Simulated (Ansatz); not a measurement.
Consider InAs in the zinc blende structure (space group F-43m, No. 216; a = 6.110 Å).

All numbers come from Kohn–Sham DFT with the r2SCAN functional, run in Ansatz (a first-principles code) with PAW and 500 eV plane waves, without spin-orbit coupling.

Base values:

The band gap is 0.08 eV and the pressure is 0.0 GPa.

It is then changed as follows: the cell is scaled by 1.0100 in all directions; the atoms relax in the strained cell.

Problem. Estimate the effect on the band gap, energy relative to the base and pressure.

Solution. The band gap changes from 0.08 eV to zero; the energy goes up by 4.4 meV/atom; the pressure goes from zero to -1.6 GPa.

A case with no gap was solved on a k-mesh chosen for an insulator, which is coarse for it. Stability against distortions was not tested. All final runs are without spin polarisation. The zero or small gap of InAs can change with the level of theory.
